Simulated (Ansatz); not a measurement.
Take PtTe$_{2}$ (space group P-3m1, No. 164; a = 4.053 Å, c = 5.097 Å; layered; relaxed with 0.1 eV smearing) as the base. Axes: x lies along a and z along c of the hexagonal cell.

Method: DFT with PBE-D3(BJ), PAW potentials and a 420 eV plane-wave cutoff in Ansatz (an electronic-structure program), spin-orbit coupling left out.

Before the change:

| Item | Result |
|---|---|
| Volume per atom | 24.17 Å³ |

Now apply this change: compressive biaxial strain of 1.50 % in the plane normal to [001], as in epitaxy on a mismatched substrate; the out-of-plane cell vector and the atoms relax.

Task: How does this affect the volume per atom?

Result: The volume per atom decreases by 0.292 Å³ to 23.87 Å³.

Whether these cells are dynamically stable was not tested. The final runs are not spin-polarised.
